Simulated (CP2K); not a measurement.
Band structure of CaGaCu (C2/m, 6 atoms in the cell).

```xyz
6
Lattice="5.3647 0.0000 0.0000 3.6262 3.9535 0.0000 -4.3852 -1.9282 5.1546" Properties=species:S:1:pos:R:3 pbc="T T T"
Ca     0.9659     0.4247     3.5594
Ca     3.6398     1.6005     1.5951
Ga     1.0783     0.4742     0.5325
Ga     3.5274     1.5510     4.6221
Cu     6.3432     2.7892     1.3776
Cu    -1.7374    -0.7640     3.7770
```

Level of theory: LDA (Pade form), GPW, DZVP-MOLOPT-SR-GTH basis, GTH-PADE potentials (GTH_POTENTIALS) (CP2K).

Settings: CUTOFF = 600 Ry; REL_CUTOFF = 50 Ry; SMEAR/METHOD = GAUSSIAN; SIGMA = 0.2 eV; KPOINTS/SCHEME = MACDONALD 4 4 3 0.125 0.125 0; XC_FUNCTIONAL = PADE; Ca/BASIS_SET = DZVP-MOLOPT-SR-GTH-q10; Ca/POTENTIAL = GTH-PADE-q10; Ga/BASIS_SET = DZVP-MOLOPT-SR-GTH-q13; Ga/POTENTIAL = GTH-PADE-q13; Cu/BASIS_SET = DZVP-MOLOPT-SR-GTH-q11; Cu/POTENTIAL = GTH-PADE-q11; METHOD = GPW; EPS_DEFAULT = 1e-10.

The starting cell comes from a database of computed structures (which also holds hypothetical and non-ambient phases and stackings), without a prior relaxation at this level. Its lattice was rescaled by a random factor within 2.5 % of one. Spin polarisation is off. Values carry the incompleteness of an atom-centred basis.

Levels in eV from the Fermi level, bands 31 to 36:
| point | 31 | 32 | 33 | 34 | 35 | 36 |
|---|---|---|---|---|---|---|
| X | -1.36 | -0.86 | -0.79 | -0.29 | 0.89 | 1.47 |
| Γ | -2.21 | -1.11 | -0.82 | -0.11 | 0.06 | 1.02 |

Bands cross the Fermi level along this path, so the cell is metallic at this level.

Higher empty bands are left out: an atom-centred basis made for the valence describes them poorly.
